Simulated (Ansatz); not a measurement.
## A constructed model of the (0001) surface of hcp Zr, a layer of V in place of the second plane (bottom of the slab: a bare face, its two planes held)

Method: PBE (plane waves to 420 eV, PAW; Ansatz, a quantum-chemistry and plane-wave program).

Slab: 6 atoms, 12.7 Å thick at the start; k 13x13x1, smearing 0.1 eV, dipole-corrected; 2 atoms held, the rest relaxed; held to the start's symmetry, so lower structures may exist; spin-polarised, ending with about 0.7 μB a cell; orders that need a larger cell were not tried, no spin-orbit, no U. It is one candidate, not shown to be the stable structure of the face.

| Quantity | Result |
|---|---|
| work function of the top face | 3.91 eV |
| energy released by relaxation | 0.47 eV |
| magnetic moment of the cell | 0.69 μB |
| cost | roughly 5 core-minutes |
